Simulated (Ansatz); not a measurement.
Si, cell Si64, brought to this temperature after a much hotter stage [in the run: it was liquid; mean temperature 2168 K (target 2110 K); density 2.44 g/cm³; mean pressure 0.6 GPa against a target of 0; one k-point, which a denser mesh shifts by 0.1 GPa in pressure and 0.10 eV/Å in forces].  Bonds are counted up to Si-Si 3.26 Å.

**Question.** What distribution of Si-Si-Si angles does PBE run with Ansatz (a quantum-chemistry and plane-wave program) give?

**Answer.** mean 98°, standard deviation 33°.
```
angle (°) | p (1/°)
      1.5 |  0.0000
      4.5 |  0.0000
      7.5 |  0.0000
     10.5 |  0.0000
     13.5 |  0.0000
     16.5 |  0.0000
     19.5 |  0.0000
     22.5 |  0.0000
     25.5 |  0.0000
     28.5 |  0.0000
     31.5 |  0.0000
     34.5 |  0.0000
     37.5 |  0.0000
     40.5 | ## 0.0006
     43.5 | ######## 0.0027
     46.5 | ################## 0.0062
     49.5 | ########################## 0.0091
     52.5 | ############################# 0.0104
     55.5 | ############################## 0.0106
     58.5 | ############################# 0.0104
     61.5 | ############################ 0.0098
     64.5 | ########################## 0.0092
     67.5 | ########################## 0.0092
     70.5 | ######################### 0.0090
     73.5 | ########################## 0.0091
     76.5 | ########################### 0.0095
     79.5 | ########################### 0.0095
     82.5 | ############################ 0.0098
     85.5 | ############################ 0.0100
     88.5 | ############################# 0.0102
     91.5 | ############################# 0.0102
     94.5 | ############################ 0.0101
     97.5 | ############################ 0.0101
    100.5 | ############################# 0.0102
    103.5 | ############################ 0.0099
    106.5 | ########################### 0.0097
    109.5 | ########################### 0.0094
    112.5 | ########################## 0.0092
    115.5 | ######################### 0.0089
    118.5 | ######################## 0.0084
    121.5 | ####################### 0.0082
    124.5 | ###################### 0.0079
    127.5 | ##################### 0.0075
    130.5 | #################### 0.0072
    133.5 | #################### 0.0069
    136.5 | ################## 0.0065
    139.5 | ################# 0.0062
    142.5 | ################ 0.0058
    145.5 | ############### 0.0053
    148.5 | ############### 0.0052
    151.5 | ############# 0.0046
    154.5 | ############ 0.0043
    157.5 | ########### 0.0037
    160.5 | ######### 0.0032
    163.5 | ######## 0.0028
    166.5 | ###### 0.0023
    169.5 | ##### 0.0018
    172.5 | #### 0.0013
    175.5 | ## 0.0008
    178.5 | # 0.0003
```
